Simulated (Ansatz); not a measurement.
**Ag, pressure series**

Base system: Ag in the fcc (Cu type) structure (space group Fm-3m, No. 225; a = 4.106 Å).

Cell and atoms are relaxed at each pressure.

All numbers come from Ansatz (a program for electronic structure), r2SCAN, PAW, cutoff 500 eV, no SOC, earlier PAW set.

```csv
P (GPa),V (Å³/atom)
-2.01,17.665
-1.01,17.477
0.88,17.155
2.09,16.968
4.49,16.634
8.98,16.102
14.98,15.530
22.49,14.960
29.98,14.495
```

### Question
Fit a third-order Birch–Murnaghan equation of state.

### Answer
Least squares on P(V) = (3B₀/2)[(V₀/V)^(7/3) − (V₀/V)^(5/3)]·[1 + (3/4)(B₀′ − 4)((V₀/V)^(2/3) − 1)] gives V₀ = 17.30 Å³/atom, B₀ = 102 GPa and B₀′ = 5.8.

Measured bulk modulus of Ag: 110 GPa (static lattice; corrected from measurement; as listed in H. Levämäki et al., Physical Review B (2014)); the computed value is 8 % below it.

Load acts through the strain it causes; cell and atoms are relaxed under it. No phonon test of stability was made. No other phases were tried under pressure.
